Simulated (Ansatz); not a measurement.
Base system: ZnS in the wurtzite structure (space group P6_3mc, No. 186; a = 3.782 Å, c = 6.208 Å). Axes: x lies along a and z along c of the hexagonal cell.

The values are results of DFT with PBEsol, PAW potentials and a 420 eV plane-wave cutoff in Ansatz (an electronic-structure program), scalar-relativistic without spin-orbit coupling, not measurements.

Before the change:

The valence-band top at Γ comes out as 0.00, 0.00, -0.09 eV and the electron mass is 0.16 mₑ along c, 0.18 mₑ across (at Γ).

Perturbation: biaxial strain +1.20 %, plane normal [001], relaxed out of plane (Cartesian); in-plane vectors clamped, the third vector and the atoms free.

Q: Estimate the effect on the valence-band top at Γ.

A: The valence-band top at Γ (three highest levels, from the VBM) becomes 0.00, 0.00, 0.00 eV (base: 0.00, 0.00, -0.09 eV).

Q: What happens to the electron mass?

A: The electron mass becomes 0.16 mₑ out of plane, 0.17 mₑ in plane (at Γ) (base: 0.16 mₑ along c, 0.18 mₑ across (at Γ)).

The levels and masses belong to the bands next to the band gap. Masses are band curvatures over ±0.01 Å⁻¹ around the edge. No phonon test of stability was made.
